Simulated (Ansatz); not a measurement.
# What isotropic strain −0.79 % does to Rh

The reference is Rh in the fcc (Cu type) structure (space group Fm-3m, No. 225; a = 3.8320 Å; relaxed with 0.1 eV smearing).

Modification: every lattice vector is shortened by 0.79 %, atoms relaxed at fixed cell.

Calculations: DFT with PBE, PAW potentials and a 420 eV plane-wave cutoff in Ansatz (a first-principles code), no spin-orbit coupling. Settings: 29×29×29 k-points, 0.1 eV Fermi–Dirac smearing.

```csv
quantity,base,changed,shift
volume per atom,14.07 Å³,13.74 Å³,-0.33 Å³
shortest interatomic distance,2.710 Å,2.688 Å,-0.0214 Å
energy relative to the base (free energy F),0 meV/atom,+6.5 meV/atom,+6.5 meV/atom
pressure,0.0 GPa,6.4 GPa,+6.4 GPa
band gap,zero,zero,–
```

Final structure:

```xyz
1
Lattice="0.0000 1.9009 1.9009 1.9009 0.0000 1.9009 1.9009 1.9009 0.0000" Properties=species:S:1:pos:R:3 pbc="T T T"
Rh     0.0000     0.0000     0.0000
```

Whether these cells are dynamically stable was not tested. The final runs are not spin-polarised.
